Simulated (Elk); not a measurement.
Worked example: self-consistent single point of Pt3Ti (P1, 4 atoms in the cell) in Elk.

Computed with PBE, all-electron FP-LAPW, Elk's shipped species files, APW+lo basis with extra local orbitals (Elk).

The change in words: lattice scaled by 0.98. Reference geometry:
```
CELL_PARAMETERS angstrom
      3.92000     0.00000     0.00000
      0.00000     3.92000     0.00000
      0.00000     0.00000     3.92000
ATOMIC_POSITIONS crystal
  Ti 0.99370 0.01374 0.01280
  Pt 0.01022 0.48850 0.49204
  Pt 0.48836 0.01025 0.49282
  Pt 0.50772 0.48751 0.00234
```

Reference input (self-consistent single point, DFT, PBE, all-electron FP-LAPW, Elk's shipped species files, APW+lo basis with extra local orbitals): xctype = 20; rgkmax = 7.5; stype = 0; swidth = 0.00367493 Ha; ngridk = 5 5 5; gmaxvr = 14 1/bohr; nxlo = 2; lorbcnd = true; lmaxi = 3. This run's input differs from it in these lines:

```diff
@@ -31,5 +31,5 @@
 avec
-    3.9200000000    0.0000000000    0.0000000000
-    0.0000000000    3.9200000000    0.0000000000
-    0.0000000000    0.0000000000    3.9200000000
+    3.8416000000    0.0000000000    0.0000000000
+    0.0000000000    3.8416000000    0.0000000000
+    0.0000000000    0.0000000000    3.8416000000
```

Log, with long lists cut:

```
│ Self-consistent loop started │
│ Loop number : 1 │
 total energy                :     -56137.8651583
│ Loop number : 2 │
 total energy                :     -56145.4113208
RMS change in Kohn-Sham potential (target) :   0.3915411242     (  0.1000000000E-05)
Absolute change in total energy (target)   :    7.546162555     (  0.1000000000E-03)
│ Loop number : 3 │
 total energy                :     -56143.8021837
RMS change in Kohn-Sham potential (target) :   0.4191523531     (  0.1000000000E-05)
Absolute change in total energy (target)   :   0.2774035450     (  0.1000000000E-03)
│ Loop number : 4 │
   [... lines left out ...]
Absolute change in total energy (target)   :   0.3189021591E-03 (  0.1000000000E-03)
│ Loop number : 20 │
 total energy                :     -56194.4898747
RMS change in Kohn-Sham potential (target) :   0.2229017285E-06 (  0.1000000000E-05)
Absolute change in total energy (target)   :   0.1376185101E-03 (  0.1000000000E-03)
│ Loop number : 21 │
 total energy                :     -56194.4898463
RMS change in Kohn-Sham potential (target) :   0.2122117499E-06 (  0.1000000000E-05)
Absolute change in total energy (target)   :   0.6275885971E-04 (  0.1000000000E-03)
Convergence targets achieved

│ Loop number : 22 │

Energies :
 Fermi                       :     0.498383016579
 total energy                :     -56194.4898944

Density of states at Fermi energy :    42.37050211
 (states/Hartree/unit cell)

Estimated indirect band gap :   0.3839866814E-03
 from k-point      2 to k-point      1
Estimated direct band gap   :   0.3953040174E-03
 at k-point      1

Charges :
 core                        :    154.0000000
 valence                     :    102.0000000
 interstitial                :    6.225096880
 muffin-tins (core leakage)
  species :    1 (Ti)
   atom    1                 :    20.47596881     (  0.5739391185E-09)
  species :    2 (Pt)
   atom    1                 :    76.43405580     (  0.1098632161E-02)
   atom    2                 :    76.43546199     (  0.1099033269E-02)
   atom    3                 :    76.42941652     (  0.1098052428E-02)
 total in muffin-tins        :    249.7749031
 total calculated charge     :    255.9888627
 total charge                :    256.0000000
 error                       :   0.1113734253E-01

│ Self-consistent loop stopped │
```

The run converged in 22 iterations. The count includes the last loop, which Elk runs after its targets are met. 

The starting cell has typed, rounded lattice constants, without a prior relaxation at this level. Its atoms were displaced at random from the sites of space group no. 221. For this run, on top of that: lattice scaled by 0.98. Spin-orbit coupling is off. Spin polarisation is off. Values depend on the basis (sphere radii, cutoffs, local orbitals), which need not be converged. The log's line on a gap gives a spacing of levels on this mesh, which the program prints for metals too.

Cost on one core of a shared machine: roughly 7 min.
